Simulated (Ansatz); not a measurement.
# BN, response to strain

Start from BN in the zinc blende structure (space group F-43m, No. 216; a = 3.610 Å).

Strains are applied to the cell and any free atomic positions relax.

Computed with Ansatz (a program for electronic structure), r2SCAN, PAW, cutoff 500 eV, without spin-orbit coupling.

```tsv
isotropic strain (%)	band gap (eV)
-3	5.12
-2.5	?
-2	5.08
-1.5	5.06
-1	5.04
-0.5	5.02
0	5.00
```

Q: Fit E_g = E₀ + Dε (ε in %) to the rows shown and predict the withheld row.

A: Least squares on the printed values gives E₀ = 5.00 eV, D = -40.0 meV per % of strain (largest residual 0.00 eV); this predicts 5.10 eV, and the run gives 5.10 eV, in agreement.

Whether these cells are dynamically stable was not tested.
